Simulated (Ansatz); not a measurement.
The decay constant κ of evanescent states in the gap governs leakage through a thin film.

```
AgI
1.0
    4.65856     0.00000     0.00000
   -2.32928     4.03443     0.00000
    0.00000     0.00000     7.55274
Ag I
2 2
Direct
  0.33333   0.66667   0.00098
  0.66667   0.33333   0.50098
  0.33333   0.66667   0.37892
  0.66667   0.33333   0.87892
```

Space group of this cell: P6_3mc, wurtzite. The cell is taken as given; by PBEsol its mean pressure is -1.6 GPa.

Transport runs along the normal of the first two printed cell vectors, the (001) plane of the conventional cell.

The gap is the functional's own. No spin-orbit coupling. Mid-gap values are interpolated on the energy grid.

Task: State the band gap and the smallest decay constant κ at mid-gap according to PBEsol in Ansatz (an electronic-structure program).

Result: Gap 1.24 eV on a 12×12×4 mesh; κ = 0.117 1/Å, at the zone centre.
